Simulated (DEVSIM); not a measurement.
System: Cr/La2O3/n-Ge capacitor, at 300 K.

```
layer (left to right)  material  thickness (nm)  Nd (cm⁻³)
---------------------  --------  --------------  ---------
1                         La2O3            4.90          -
2                            Ge           14000     1.7e15
```

Metal gate on the left, work function 4.5 eV. Fixed charge at the semiconductor interface 0 cm⁻² (in units of +e); no interface traps.

Constants are typed, rounded textbook-type inputs, not results; the design itself was drawn at random and stands for no fabricated device. Values at 300 K; Nc and Nv go as T^1.5, mobilities as T to minus their exponent, the gap by Varshni's rule with the affinity fixed.

```csv
parameter,La2O3,Ge
gap (eV),5.8,0.664
affinity (eV),1.8,4
permittivity,27,16
Nc (cm⁻³),-,1.04e19
Nv (cm⁻³),-,6e18
Varshni α (eV/K),-,0.000477
Varshni β (K),-,235
```

Simulated with DEVSIM: 1D Poisson equation in equilibrium, Boltzmann statistics, complete ionisation; no quantum confinement or tunnelling. Metal contacts follow the ideal Schottky-Mott rule: no Fermi-level pinning, no interface dipoles.

The temperature was swept, all else fixed.

```
temperature (K)  minimum of the low-frequency capacitance (μF/cm²)  threshold voltage (band bending 2φF) (V)  flat-band voltage (V)
---------------  -------------------------------------------------  ----------------------------------------  ---------------------
250                                                         0.0292                                     -0.02                   0.32
300                                                         0.0398                                      0.04                   0.27
350                                                         0.0670                                      0.11                   0.23
400                                                          0.140                                      0.16                   0.20
450                                                          0.257                                      0.18                   0.19
500                                                          0.419                                      0.19                   0.20
```

From the first row to the last the minimum of the low-frequency capacitance goes from 0.0292 to 0.419. From the first row to the last the threshold voltage (band bending 2φF) goes from -0.02 to 0.19.
